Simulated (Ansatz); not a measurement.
The parent structure is MgIn2O4 (space group I-4, No. 82; a = 4.7706 Å, c = 9.8962 Å; a hypothetical phase, not in the database extracts checked). Axes: x, y, z lie along a, b, c of the conventional cell.

It is then changed as follows: a pure shear with ε_xy = ε_yx = 0.0116, atoms relaxed at fixed cell.

Levels (all Ansatz, a first-principles code, PAW): PBEsol (420 eV, no SOC); PBEsol+SOC (420 eV, spin-orbit coupling included).

The geometry is relaxed with PBEsol.

| Item | Result |
|---|---|
| PBEsol pressure | -0.01 GPa |
| PBEsol gap character | indirect, M₂ → Γ |
| PBEsol electron mass | 0.29 mₑ (at Γ) |
| PBEsol lowest conduction level above the VBM at special points | Γ 1.38 eV; Y 3.73 eV; L₂ 3.83 eV; V₂ 3.88 eV |

With PBEsol+SOC at the same geometry, the pressure is nearly the same (-0.01 GPa against -0.06 GPa); the gap character is still indirect, M₂ → Γ; the electron mass stays 0.29 mₑ (at Γ); the lowest conduction level above the VBM at special points goes from Γ 1.38 eV; Y 3.73 eV; L₂ 3.83 eV; V₂ 3.88 eV to Γ 1.39 eV; Y 3.73 eV; L₂ 3.83 eV; V₂ 3.88 eV.

Single points use the geometry relaxed with PBEsol. The spin-orbit shifts are approximate. The cells carry an imposed strain or load. Effective masses come from finite differences of ±0.01 Å⁻¹. Whether these cells are dynamically stable was not tested. k-point labels follow each cell's own Brillouin zone.
